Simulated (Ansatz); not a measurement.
An Ansatz (a quantum-chemistry and plane-wave program) run: HfS2 with a change (pressure 4.2 GPa); PBE-D3(BJ) (Ansatz), spin-orbit coupling left out.

Input:

Ansatz 0.2 input:
```yaml
crystal:
  lattice:
    - [3.5763512724, 0, 0]
    - [-1.7881756362, 3.0972110547, 0]
    - [0, 0, 5.6054715938]
  atoms:
    - { symbol: Hf, position: [0, 0, 0] }
    - { symbol: S, position: [0.3333333333, 0.6666666667, 0.2607466655] }
    - { symbol: S, position: [0.6666666667, 0.3333333333, 0.7392533345] }
basis: { ecutwfc: 420, ecutrho_ratio: 4, xc_grid: 2, fft_grid_basis: typed }
kpoints: { mp_grid: { grid: [11, 11, 6] } }
hamiltonian:
  xc: pbe
  dispersion: d3bj
  pseudopotentials: { kind: paw }
scf: { occupations: { method: fermi_dirac, width: 0.05 } }
relax: { f_tol: 0.01, max_steps: 60, cell: { stress_tol: 0.02, p_target: 4.2 } }
output: { forces: true, stress: true }
checkpoint: { write: state.ck, write_every: 1000 }
```

Output (explanatory and most iteration lines left out):

```
Relaxation: its limit of steps is 60 (relax.max_steps)
Pseudopotential: Hf, paw, valence charge 26
Pseudopotential: S, paw, valence charge 6
Crystal: 3 atoms, lattice volume = 62.090 Å³
Basis set: ecut = 420 eV, 1201 PW (Γ), exchange–correlation on 48×48×80 points (8 copies of the dense FFT grid, shifted against one another)
Bands: 23, of which v1, the nominal top of the filled ones, is band 19 counted from 1 (18 counted from 0)
Symmetry: 12 space group operations
Space group: P-3m1 (ITA 164), of the structure as read, at distance tolerance 4.0e-5 Å
k-points: 84 of 726
Functional: x = pbe(κ = 0.804, μ = 0.2195149727645171), c = pbe(β = 0.06672455060314922)
SCF iter   1: F=—  HF=-17531.149540 eV  |F-HF|=—  |Δ(HF+E_count)|=         —  Δρ=1.47e-3  dr2=7.84e-4  ethr=1.77e-3  ⟨swp⟩=5.5  Hψ=8212  notcnv=0
SCF iter   2: F=—  HF=-17531.149139 eV  |F-HF|=—  |Δ(HF+E_count)|=   4.01e-4  Δρ=8.95e-4  dr2=2.30e-4  ethr=2.06e-6  ⟨swp⟩=2.2  Hψ=4127  notcnv=0
SCF 1 converged in 7 iterations: F = -17531.149387 eV  dr2 = 1.50e-8
relax step   1: F+E_penalty+E_count = -17531.14938666 eV  Δ(F+E_penalty+E_count) = +0.000e0 eV  max|allowed force component| = 2.257e-4 eV/Å  Δτ_max = 0.0000 Å  P = +1.799 GPa  Ω = 62.090 Å³  (7 SCF iters, dr2 threshold 1.00e-7 eV, accepted)
[... steps on the carried basis left out ...]
relax step   6: F+E_penalty+E_count = -17531.10095794 eV  Δ(F+E_penalty+E_count) = +4.010e-4 eV  max|allowed force component| = 6.770e-3 eV/Å  Δτ_max = 0.0000 Å  P = +4.199 GPa  Ω = 59.459 Å³  stress off target by 1.56e-2 GPa  SCF on the basis re-selected at this cell (its energy is not comparable with the rows above)  (7 SCF iters)
SCF converged after 7 iterations
Free energy (F): -17531.100958 eV
Internal energy: -17531.100834 eV  (E = F + TS)
E sigma→0 (E₀):  -17531.100896 eV
Entropy (-TS):   -0.000124 eV (-0.041 meV/atom)
Fermi energy:    11.597200 eV
  E_disp       = -1.127834  (pairwise vdW)
--- Forces (eV/Å), atoms counted from 1 ---
  atom   1  Hf    -0.00000000    -0.00000000     0.00000000
  atom   2  S      0.00000000    -0.00000000    -0.00676977
  atom   3  S     -0.00000000     0.00000000     0.00676977
--- Stress (GPa, compression-positive) ---
        4.191115       0.000000       0.000000
        0.000000       4.191115       0.000000
        0.000000       0.000000       4.215556
  P = ⅓ Tr σ = 4.1993 GPa (41.993 kbar)
--- Relaxed structure (5 steps of the walk, 4 accepted, 1 SCFs on fresh bases) ---
  cell:  # Å, volume = 59.4589 Å³
    - [3.5416242617547087, 0.0, 0.0]
    - [-1.7708121308773543, 3.067136581338886, 1.305536458067879e-32]
    - [0.0, 2.362818484455329e-32, 5.4737030758028]
  atoms:
    - { symbol: Hf, position: [-5.12801876446732e-35, -1.0536515713628582e-34, 3.2944368572595385e-83] }
    - { symbol: S, position: [0.33333333333333337, 0.6666666666666667, 0.2681647515953106] }
    - { symbol: S, position: [0.6666666666666667, 0.33333333333333337, 0.7318352484046893] }
```

Spin-orbit coupling, missing from the scalar runs, can matter with Hf. Load acts through the strain it causes; cell and atoms are relaxed under it. Stability against distortions was not tested. The cell was made from HfS₂ in the CdI2 type structure (space group P-3m1, No. 164; layered, stacked along the Cartesian z axis) by this change: pressure 4.2 GPa.
